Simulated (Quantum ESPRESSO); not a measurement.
Input and output of a self-consistent single point for BaCdSbF (P4/nmm, 8 atoms in the cell) (Quantum ESPRESSO).

Method of the run: LDA (PZ), GBRV 1.5 ultrasoft (LDA) pseudopotentials (plane waves; Quantum ESPRESSO 7.5).

```
CELL_PARAMETERS angstrom
      4.63263     0.00000     0.00000
      0.00000     4.63263     0.00000
      0.00000     0.00000     9.80636
ATOMIC_POSITIONS crystal
  Ba 0.00000 0.50000 0.64049
  Ba 0.50000 0.00000 0.35951
  Cd 0.50000 0.50000 0.00000
  Cd 0.00000 0.00000 0.00000
  Sb 0.00000 0.50000 0.18461
  Sb 0.50000 0.00000 0.81539
  F  0.50000 0.50000 0.50000
  F  0.00000 0.00000 0.50000
```

Reference input (self-consistent single point, DFT, PBEsol, plane waves, GBRV 1.5 ultrasoft (PBESOL) pseudopotentials): ecutwfc = 40 Ry; ecutrho = 200 Ry; occupations = smearing; smearing = fd; degauss = 0.000734986 Ry; K_POINTS = automatic 3 3 2 0 0 0; conv_thr = 1e-11 Ry; mixing_beta = 0.3. This run's input differs from it in these lines:

```diff
@@ -25,6 +25,6 @@
 ATOMIC_SPECIES
-Ba   137.3270  ba_pbesol_v1.uspp.F.UPF
-Cd   112.4140  cd_pbesol_v1.uspp.F.UPF
-Sb   121.7600  sb_pbesol_v1.4.uspp.F.UPF
-F     18.9984  f_pbesol_v1.4.uspp.F.UPF
+Ba   137.3270  ba_lda_v1.uspp.F.UPF
+Cd   112.4140  cd_lda_v1.uspp.F.UPF
+Sb   121.7600  sb_lda_v1.4.uspp.F.UPF
+F     18.9984  f_lda_v1.4.uspp.F.UPF
 ATOMIC_POSITIONS {crystal}
```

Output, abridged:

```
     Self-consistent Calculation

     iteration #  1     ecut=    40.00 Ry     beta= 0.30

     negative rho (up, down):  2.349E-01 0.000E+00

     total energy              =    -836.19901325 Ry
     estimated scf accuracy    <       2.72119699 Ry

     iteration #  2     ecut=    40.00 Ry     beta= 0.30

     negative rho (up, down):  2.306E-01 0.000E+00

     total energy              =    -836.68080937 Ry
     estimated scf accuracy    <       0.47984877 Ry

     iteration #  3     ecut=    40.00 Ry     beta= 0.30

     negative rho (up, down):  2.252E-01 0.000E+00

     total energy              =    -836.69937565 Ry
     estimated scf accuracy    <       0.07513925 Ry

   [... 10 blocks of this kind left out ...]

     iteration # 14     ecut=    40.00 Ry     beta= 0.30

     negative rho (up, down):  2.224E-01 0.000E+00

     total energy              =    -836.70858574 Ry
     estimated scf accuracy    <          2.9E-11 Ry

     iteration # 15     ecut=    40.00 Ry     beta= 0.30

     negative rho (up, down):  2.224E-01 0.000E+00
     End of self-consistent calculation

     the Fermi energy is     8.9102 ev

!    total energy              =    -836.70858574 Ry
     estimated scf accuracy    <          5.2E-12 Ry
     smearing contrib. (-TS)   =      -0.00003488 Ry
     internal energy E=F+TS    =    -836.70855086 Ry

     convergence has been achieved in  15 iterations

     negative rho (up, down):  2.224E-01 0.000E+00

     Forces acting on atoms (cartesian axes, Ry/au):

     atom    1 type  1   force =     0.00000000    0.00000000   -0.00457267
     atom    2 type  1   force =     0.00000000    0.00000000    0.00457267
     atom    3 type  2   force =     0.00000000    0.00000000    0.00000000
     atom    4 type  2   force =     0.00000000    0.00000000    0.00000000
     atom    5 type  3   force =     0.00000000    0.00000000    0.00070287
   [... lines left out ...]
     Total force =     0.006543     Total SCF correction =     0.000004
   [... lines left out ...]

     negative rho (up, down):  2.224E-01 0.000E+00
          total   stress  (Ry/bohr**3)                   (kbar)     P=      -40.01
  -0.00027780   0.00000000   0.00000000          -40.87        0.00        0.00
   0.00000000  -0.00027780   0.00000000            0.00      -40.87        0.00
   0.00000000   0.00000000  -0.00026028            0.00        0.00      -38.29

   JOB DONE.
```

The run converged in 15 iterations. Against the reference run the pressure goes from -1.96 to -4.00 GPa, the largest force goes from 0.151 to 0.118 eV/Å and the gap on the mesh goes from 0.157 to 0.070 eV.

The starting cell comes from a database of computed structures (which also holds hypothetical and non-ambient phases and stackings), without a prior relaxation at this level. Spin-orbit coupling is off. With a pressure of about -4 GPa the cell is away from its equilibrium volume at this level.

Cost on one core of a shared machine: roughly 2 min.
